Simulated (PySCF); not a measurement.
PySCF 2.14.0, WB97X/def2-svp: CC1=N[SiH2][Si@@H](Cl)O1, 13 atoms. The geometry is a generated start, not checked to be a minimum at this level.

```json
{
  "task": "energy and gradient",
  "method": "wb97x",
  "basis": "def2-svp",
  "mol.max_memory": "7000 MB",
  "mf.init_guess": "minao (default)",
  "mf.DIIS": "CDIIS (default)",
  "mf.diis_space": "8 (default)",
  "mf.conv_tol": "1e-09 (default)",
  "mf.grids.level": "3 (default)",
  "basis functions (reference run)": "140",
  "grid points (reference run)": "172312"
}
```

```xyz
13

C      2.2482     0.2263    -0.2872
C      0.7887    -0.0589    -0.1193
N      0.3269    -1.2677     0.0155
Si    -1.4276    -1.3076     0.2012
Si    -1.6119     0.9460     0.0519
Cl    -2.0883     1.9129     1.7828
O      0.0452     1.0925    -0.1342
H      2.4167     0.7137    -1.2512
H      2.8219    -0.7040    -0.2550
H      2.5885     0.8803     0.5201
H     -1.7601    -1.9016     1.5217
H     -2.0093    -2.0629    -0.9388
H     -2.3390     1.5311    -1.1077
```

The reference run uses exact four-centre integrals. Each setting ran once; only counts and results are compared.

Settings tried, all else as in the reference:
- density fitting of J alone, exact K
- density fitting, auxbasis = def2-universal-jfit
- density fitting, auxbasis = autoaux
- density fitting

### Question
Which settings reproduce the reference to 1.0 meV/atom in energy, 10 meV/Å in forces (largest component)?

### Answer
Within it: density fitting, auxbasis = autoaux; density fitting; density fitting of J alone, exact K. Outside: density fitting, auxbasis = def2-universal-jfit.

| setting | energy against the reference | difference in forces (largest component) |
|---|---|---|
| density fitting, auxbasis = autoaux | −0.15 meV/atom | 1.7 meV/Å |
| density fitting | −0.23 meV/atom | 1.6 meV/Å |
| density fitting of J alone, exact K | −0.35 meV/atom | 1.7 meV/Å |
| density fitting, auxbasis = def2-universal-jfit | +1800 meV/atom | 860 meV/Å |

Total energies are compared; such shifts often cancel in part in energy differences. def2-universal-jfit is made for Coulomb alone and misses functions that exchange needs. Also tried and not ranked: density fitting, auxbasis = def2-universal-jkfit (same energy as a listed run); COSX exchange (sgx_fit, pjs) with fitted J, mf.with_df.grids_level_i = 1, mf.with_df.grids_level_f = 1 (gradient came out as NaN); COSX exchange (sgx_fit, pjs) with fitted J, mf.with_df.grids_level_i = 1, mf.with_df.grids_level_f = 2 (default) (gradient came out as NaN); COSX exchange (sgx_fit, pjs) with fitted J, mf.with_df.grids_level_i = 1, mf.with_df.grids_level_f = 3 (gradient came out as NaN); COSX exchange (sgx_fit, pjs) with fitted J, mf.with_df.grids_level_i = 1, mf.with_df.grids_level_f = 4 (gradient came out as NaN). The tolerance is a choice made for this comparison.
